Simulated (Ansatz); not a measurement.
Ga₂O₃ (model structure, started from the A-La2O3 type, P-3m1, No. 164, 5 atoms in the cell) was calculated with PBEsol (Ansatz, a quantum-chemistry and plane-wave program, plane waves, PAW).

Numerical settings: plane-wave cutoff 520 eV, 12×12×6 k mesh (along the axes of the cell as run), Fermi–Dirac smearing 0.01 eV, scalar-relativistic PAW data made under PBE.

Cell (relaxed with PBEsol):

```yaml
crystal:
  lattice:
    - [2.99327, 0.00000, 0.00000]
    - [-1.49663, 2.59225, 0.00000]
    - [0.00000, 0.00000, 6.97363]
  atoms:
    - { symbol: Ga, position: [0.33333, 0.66667, 0.20001] }
    - { symbol: Ga, position: [0.66667, 0.33333, 0.79999] }
    - { symbol: O, position: [0.00000, 0.00000, 0.00000] }
    - { symbol: O, position: [0.33333, 0.66667, 0.69516] }
    - { symbol: O, position: [0.66667, 0.33333, 0.30484] }
```

Estimate the band gap that the calculation returns.


- band gap: 2.47 eV (direct)

Note: the relaxation could raise the start's symmetry but not lower it, so the cell can be a saddle point; the cell has widely spaced layers and the level no dispersion term, so their spacing and the moduli can rest on weak binding.

Spin–orbit coupling is not included.

The computed numbers hold no vibrational or temperature effects.

A model structure was made by putting elements into a prototype or built by hand; it is no filed structure, need not be a known phase, and can be a saddle point held by its symmetry.
